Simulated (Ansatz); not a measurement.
Consider Mo in the bcc (W type) structure (space group Im-3m, No. 229; a = 3.1300 Å; relaxed with 0.1 eV smearing). Axes: x, y, z lie along the cube axes.

Calculations: Ansatz (an electronic-structure program) PBEsol, without spin-orbit coupling.

Strains are applied to the cell and any free atomic positions relax.

One change was made to it. Results:

| quantity | base | after |
|---|---|---|
| energy relative to the base (free energy F) | 0 meV/atom | +16 meV/atom |
| shortest interatomic distance | 2.711 Å | 2.688 Å |
| pressure (mean of the normal stresses, compression positive) | 0.0 GPa | 7.5 GPa |

Task: Which change produced these results?
(A) uniaxial strain ε_zz = +1.00 %
(B) uniaxial strain ε_zz = −2.50 %
(C) uniaxial strain ε_zz = −1.00 %
(D) uniaxial strain ε_zz = +0.50 %
(E) uniaxial strain ε_zz = −1.50 %

Result: B, uniaxial strain ε_zz = −2.50 %. For comparison, the energy relative to the base in the other runs: uniaxial strain ε_zz = −1.00 % gives +2.4 meV/atom; uniaxial strain ε_zz = −1.50 % gives +5.5 meV/atom; uniaxial strain ε_zz = +0.50 % gives +0.6 meV/atom; uniaxial strain ε_zz = +1.00 % gives +2.3 meV/atom.

Whether these cells are dynamically stable was not tested. The final runs are not spin-polarised.
